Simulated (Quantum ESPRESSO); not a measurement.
Worked example: self-consistent single point of Mg6AlSn (Amm2, 8 atoms in the cell) in Quantum ESPRESSO.

Computed with PBEsol, SSSP 1.1.2 efficiency (PBE) pseudopotentials (plane waves; Quantum ESPRESSO).

```
CELL_PARAMETERS angstrom
      5.28193     0.00000     0.00000
      0.00000     3.22637     5.45756
      0.00000    -3.22637     5.45756
ATOMIC_POSITIONS crystal
  Mg 0.50000 0.83324 0.33374
  Mg 0.50000 0.33374 0.83324
  Mg 0.00000 0.67156 0.16084
  Mg 0.00000 0.16084 0.67156
  Mg 0.00000 0.66882 0.66882
  Mg 0.00000 0.16575 0.16575
  Al 0.50000 0.83273 0.83273
  Sn 0.50000 0.33334 0.33334
```

Reference input (self-consistent single point, DFT, PBEsol, plane waves, SSSP 1.1.2 efficiency (PBE) pseudopotentials): ecutwfc = 40 Ry; ecutrho = 320 Ry; occupations = smearing; smearing = marzari-vanderbilt; degauss = 0.0073499 Ry; input_dft = pbesol; K_POINTS = automatic 4 3 3 0 0 0; conv_thr = 1e-10 Ry; mixing_beta = 0.3. This run's input differs from it in these lines:

```diff
@@ -38,3 +38,3 @@
 K_POINTS {automatic}
-4 3 3  0 0 0
+6 6 6  0 0 0
 CELL_PARAMETERS {angstrom}
```

Log, with long lists cut:

```
     Self-consistent Calculation

     iteration #  1     ecut=    40.00 Ry     beta= 0.30

---- Real-time Memory Report at c_bands before calling an iterative solver
           437 MiB given to the printing process from OS
           161 MiB allocation reported by mallinfo(arena+hblkhd)
------------------

     total energy              =    -397.89398453 Ry
     estimated scf accuracy    <       0.34974353 Ry

     iteration #  2     ecut=    40.00 Ry     beta= 0.30

---- Real-time Memory Report at c_bands before calling an iterative solver
           548 MiB given to the printing process from OS
   [... lines left out ...]

---- Real-time Memory Report at c_bands before calling an iterative solver
           562 MiB given to the printing process from OS
           218 MiB allocation reported by mallinfo(arena+hblkhd)
------------------

     total energy              =    -397.90978133 Ry
     estimated scf accuracy    <          3.3E-10 Ry

     iteration # 13     ecut=    40.00 Ry     beta= 0.30

---- Real-time Memory Report at c_bands before calling an iterative solver
           562 MiB given to the printing process from OS
           218 MiB allocation reported by mallinfo(arena+hblkhd)
------------------
     End of self-consistent calculation

     the Fermi energy is     4.8418 ev

!    total energy              =    -397.90978134 Ry
     estimated scf accuracy    <          5.7E-11 Ry
     smearing contrib. (-TS)   =       0.00026495 Ry
     internal energy E=F+TS    =    -397.91004628 Ry

      -> PAW hartree energy AE =       5.50103780 Ry
      -> PAW hartree energy PS =      -5.48619422 Ry
      -> PAW xc energy AE      =    -225.71840519 Ry
      -> PAW xc energy PS      =       9.33211730 Ry
      -> total E_H with PAW    =      65.14948676 Ry
      -> total E_XC with PAW   =    -275.46476559 Ry

     convergence has been achieved in  13 iterations

     Forces acting on atoms (cartesian axes, Ry/au):

     atom    1 type  1   force =     0.00000000   -0.00061747    0.00078646
   [... lines left out ...]

     Total force =     0.002773     Total SCF correction =     0.000005

          total   stress  (Ry/bohr**3)                   (kbar)     P=      -27.79
  -0.00021398   0.00000000   0.00000000          -31.48        0.00        0.00
   0.00000000  -0.00018531  -0.00000000            0.00      -27.26       -0.00
   0.00000000   0.00000000  -0.00016752            0.00        0.00      -24.64

   JOB DONE.
```

The run converged in 13 iterations. Against the reference run the free energy goes up by 26.3 meV/atom, the pressure goes from -3.01 to -2.78 GPa and the largest force goes from 0.059 to 0.035 eV/Å.

The starting cell comes from a database of computed structures (which also holds hypothetical and non-ambient phases and stackings), without a prior relaxation at this level. Its lattice was rescaled by a random factor within 2.5 % of one.

Cost on one core of a shared machine: roughly 2 min.
